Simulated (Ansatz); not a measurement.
## HgS in the zinc blende structure (space group F-43m, No. 216)

```yaml
crystal:
  lattice:
    - [0.00000, 2.93799, 2.93799]
    - [2.93799, 0.00000, 2.93799]
    - [2.93799, 2.93799, 0.00000]
  atoms:
    - { symbol: Hg, position: [0.00000, 0.00000, 0.00000] }
    - { symbol: S, position: [0.75000, 0.75000, 0.75000] }
```

Calculations: PBEsol/PAW in Ansatz (a program for electronic structure), spin-orbit coupling left out, earlier PAW set. Settings: 10×10×10 k-points, 0.05 eV Fermi–Dirac smearing.

| Property | Result |
|---|---|
| Volume per atom | 25.36 Å³ |
| Density | 7.62 g/cm³ |
| Band gap | zero |
| Total energy | -7277.617 eV/atom (σ→0; compares only within this code and set-up) |

Spin-orbit coupling, missing from the scalar runs, can matter with Hg. Stability against distortions was not tested. All final runs are without spin polarisation. The zero or small gap of HgS can change with the level of theory.
